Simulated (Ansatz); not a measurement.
C (model structure, Pn-3m, No. 224, 10 atoms in the cell), treated with PBEsol (Ansatz, a first-principles code, plane waves, PAW).

Settings: plane-wave cutoff 520 eV, 8×8×8 k mesh, Fermi–Dirac smearing 0.01 eV, scalar-relativistic PAW data made under PBE.

Cell (relaxed at this level):

```cif
data_C10
_chemical_formula_sum 'C10'
_space_group_name_H-M_alt 'Pn-3m :1'
_space_group_IT_number 224
_space_group_name_Hall 'P 4n 2 3 -1n'
_cell_length_a 4.81403
_cell_length_b 4.81403
_cell_length_c 4.81403
_cell_angle_alpha 90.000
_cell_angle_beta 90.000
_cell_angle_gamma 90.000
loop_
_atom_site_label
_atom_site_type_symbol
_atom_site_symmetry_multiplicity
_atom_site_Wyckoff_symbol
_atom_site_fract_x
_atom_site_fract_y
_atom_site_fract_z
_atom_site_occupancy
C1 C 2 a 0.00000 0.00000 0.00000 1
C2 C 8 e 0.17754 0.17754 0.17754 1
```

Question: What does this level give for the band gap and direct gap at Γ?

Answer: 
- band gap: 4.11 eV (on the SCF k mesh)
- direct gap at Γ: 4.69 eV

Note: the relaxation could raise the start's symmetry but not lower it, so the cell can be a saddle point.

The computed numbers hold no vibrational or temperature effects.

It cost very roughly 90 core-seconds of CPU time.

A model structure was made by putting elements into a prototype or built by hand; it is no filed structure, need not be a known phase, and can be a saddle point held by its symmetry.
